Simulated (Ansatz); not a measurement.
Consider MgTe in the wurtzite structure (space group P6_3mc, No. 186; a = 4.509 Å, c = 7.338 Å). Axes: x lies along a and z along c of the hexagonal cell.

The values are results of Kohn–Sham DFT with the LDA functional, run in Ansatz (an electronic-structure program) with PAW and 420 eV plane waves, spin-orbit coupling left out, not measurements.

Strains are applied to the cell and any free atomic positions relax.

One change was made to it. Results:

```json
[
 {"quantity": "shortest interatomic distance", "base": "275.7 pm", "after": "275.2 pm"},
 {"quantity": "energy relative to the base (free energy F)", "base": "0 meV/atom", "after": "+1.6 meV/atom"}
]
```

Problem. Which change produced these results?
A. tensor shear ε_xz = +0.33 %
B. tensor shear ε_xz = +2.00 %
C. tensor shear ε_xz = +0.67 %

Solution. B, tensor shear ε_xz = +2.00 %. For comparison, the energy relative to the base in the other runs: tensor shear ε_xz = +0.33 % gives 0.0 meV/atom; tensor shear ε_xz = +0.67 % gives +0.2 meV/atom.

Stability against distortions was not tested.
